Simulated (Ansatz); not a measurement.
An Ansatz (an electronic-structure program) input (plane-wave PAW DFT at the PBEsol level (Ansatz, 420 eV), no SOC):

Ansatz 0.2 input:
```yaml
crystal:
  lattice:
    - [0, 3.2196470515, 3.2196470515]
    - [3.2196470515, 0, 3.2196470515]
    - [3.2196470515, 3.2196470515, 0]
  atoms:
    - { symbol: Mg, position: [0, 0, 0] }
    - { symbol: Te, position: [0.25, 0.25, 0.25] }
basis: { ecutwfc: 420, ecutrho_ratio: 4, xc_grid: 2, fft_grid_basis: typed }
kpoints: { mp_grid: { grid: [9, 9, 9] } }
hamiltonian:
  xc: pbesol
  dispersion: none
  pseudopotentials: { kind: paw }
scf: { occupations: { method: fermi_dirac, width: 0.05 }, convergence: { dr2_threshold: 0.0000000002 } }
output: { forces: true, stress: true }
checkpoint: { write: state.ck, write_every: 1000 }
```

Question: Which symmetry and how many k-points will the program report, and about how many plane waves at Γ?

Answer: Space group F-43m (ITA 216) with 24 operations, k-points 35 of 729, and 1291 plane waves at Γ.

No phonon test of stability was made. The cell is MgTe in the zinc blende structure (space group F-43m, No. 216).
